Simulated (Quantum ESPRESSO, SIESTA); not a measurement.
**Equation of state of Sn (space group 141): energy against volume (SIESTA, LDA)**

```
Sn
1.0
   -2.80163     2.80163     1.52816
    2.80163    -2.80163     1.52816
    2.80163     2.80163    -1.52816
Sn
2
Direct
  0.00000   0.00000   0.00000
  0.75000   0.25000   0.50000
```

Method: LDA PW92, numerical atomic orbitals DZP, PseudoDojo LDA standard norm-conserving potentials (rewritten from UPF to PSML) run with SIESTA. Settings: XC.functional = LDA; XC.authors = PW92; potentials = PseudoDojo LDA standard; PAO.BasisSize = DZP; PAO.EnergyShift = 0.005 Ry; MeshCutoff = 520 Ry; kgrid.MonkhorstPack = 21 21 21; OccupationFunction = FD; ElectronicTemperature = 0.05 eV; MaxSCFIterations = 150; SCF.Mixer.Method = Broyden; SCF.Mixer.Weight = 0.1; SCF.Mixer.History = 6; SCF.DM.Tolerance = 1.0E-04. The cell above is the first row's. The rows scale it uniformly. In all rows fractional positions and the k mesh are held. E is the free energy at the stated smearing, counted from the lowest row.

| V (Å^3/atom) | E (meV/atom) |
|---|---|
| 23.989 | 57.25 |
| 24.511 | 34.90 |
| 25.032 | 18.60 |
| 25.554 | 7.72 |
| 26.075 | 1.69 |
| 26.597 | 0.00 |
| 27.118 | 2.14 |
| 27.640 | 7.73 |
| 28.161 | ? |

The 8 complete rows are fitted with the third-order Birch-Murnaghan form, a cubic in V^(-2/3), E against V. With u = V^(-2/3) - 0.115, the rows have u = 0.005224, 0.003511, 0.001861, 0.000264, -0.001276, -0.002769, -0.004211, -0.005611. Least squares gives E = 6.385 + 4841.6·u + 922180·u² + 2914081·u³. Residuals (row less fit): -0.009, 0.022, -0.008, -0.008, -0.013, 0.013, 0.008, -0.007; standard error 0.017 (degrees of freedom: 4). Its minimum lies at u = -0.002659, so V0 = (0.112341)^(-3/2) = 26.56. There d²E/du² = 1798000 and d³E/du³ = 1.748e7, so B0 = (4/9) × 26.56^(-7/3) × 1798000 × 0.160218 = 60.8 GPa (the last factor turns the table's units into GPa), and B0' = 4 + (2/3) × 0.112341 × (1.748e7)/1798000 = 4.7. The program's pressures in the fitted runs (not shown) pass through zero at V = 26.56, 0.00 % from this V0.

Estimate the missing E (V = 28.161); what did the run itself give?

u = -0.006964, so E = 6.385 + 4841.6 × (-0.006964) + 922180 × (-0.006964)² + 2914081 × (-0.006964)³ = 16.407 meV/atom. The calculation gives 16.38 meV/atom, 0.027 meV/atom below the prediction (under 0.05 % of the range of E in the table). The row lies outside the fitted rows, so this is an extrapolation. From the scatter of the fitted rows alone, a prediction at this place has a standard error of 0.041 meV/atom, so the miss is 0.7 times that.

Carrying the step between the two nearest rows on in a straight line would have given 13.31, off by 3.07; series whose last step already gives the withheld value aren't shown. The scan was laid around a cell of about the measured size, scaled by a guess for this functional; axis ratios and inner coordinates come from that cell. The runs keep the symmetry of the cell, so they don't test it for distortions. A plane-wave scan with the same functional (Quantum ESPRESSO, GBRV) gives V0 = 26.16 Å^3/atom and B0 = 59.9 GPa; a Birch-Murnaghan fit to all rows here lies 1.5 % from it in V0 and 1 % in B0; the two differ in basis, and may differ in potentials and mesh. Values carry the incompleteness of an atom-centred basis. The shape of the cell and the inner coordinates aren't relaxed, so V0 and B0 belong to this uniform scaling; a relaxed crystal lies no higher in energy and is usually softer. Cutoffs and mesh are single choices, not tested for convergence of this quantity. Series with a scatter that would blur these digits, or in which a gap closes, are not shown. Nor are scans whose minimum lies at an end fitted in this form.
